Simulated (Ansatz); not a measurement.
**GaP: uniaxial stress, 3 GPa tension along x**

Start from GaP in the zinc blende structure (space group F-43m, No. 216; a = 5.451 Å). Axes: x, y, z lie along the cube axes.

Modification: uniaxial stress, 3 GPa tension along x, with the cell and atoms free to relax against it.

All numbers come from DFT with r2SCAN, PAW potentials and a 500 eV plane-wave cutoff in Ansatz (an electronic-structure program), without spin-orbit coupling. k-mesh 10×10×10 (Γ-centred); smearing 0.05 eV (Fermi–Dirac).

* **Volume per atom**: 20.48 Å³ (base 20.25 Å³)
* **Space group**: I-4m2 (No. 119) (base F-43m (No. 216))
* **Shortest interatomic distance**: 2.370 Å (base 2.361 Å)
* **Energy relative to the base (free energy F)**: +5.0 meV/atom
* **Band gap**: 1.69 eV (base 1.85 eV)
* **Gap character**: indirect, Γ → Γ–X (87 % along)
* **Smallest direct gap**: 2.18 eV (base 2.36 eV)
* **Electron mass**: 0.97 mₑ along k, 0.23 mₑ across (off the special points) (base 1.1 mₑ along k, 0.23 mₑ across (off the special points))
* **Valence-band top at Γ (three highest levels, from the VBM)**: 0.00, 0.00, -0.22 eV (base 0.00, 0.00, 0.00 eV)
* **Valley order (the lowest conduction-band minima on the path, energy above the VBM, named in the base's zone)**: a point along [001], about 1.0 Å⁻¹ from Γ 1.69 eV; L along [1-11] 1.90 eV; a point along [100], about 1.0 Å⁻¹ from Γ 2.00 eV; Γ 2.18 eV (base a point along ⟨100⟩, about 1.0 Å⁻¹ from Γ 1.85 eV; L along ⟨111⟩ 2.04 eV; Γ 2.36 eV)
* **Strain response (xx, yy, zz)**: (+2.72, −0.77, −0.77) %
* **Secant Young's modulus along x**: 110 GPa
* **Mean lateral Poisson ratio**: 0.28

Final structure:

```xyz
2
Lattice="0.0000 2.7048 2.7048 2.7998 0.0000 2.7048 2.7998 2.7048 0.0000" Properties=species:S:1:pos:R:3 pbc="T T T"
P      4.1997     4.0571     4.0571
Ga     0.0000     0.0000     0.0000
```

Masses are band curvatures over ±0.01 Å⁻¹ around the edge. Along k means along the line from Γ to the band edge. Beyond what the load breaks, stability against distortions was not tested. Labels are those of the standard path for the cell's own space group.
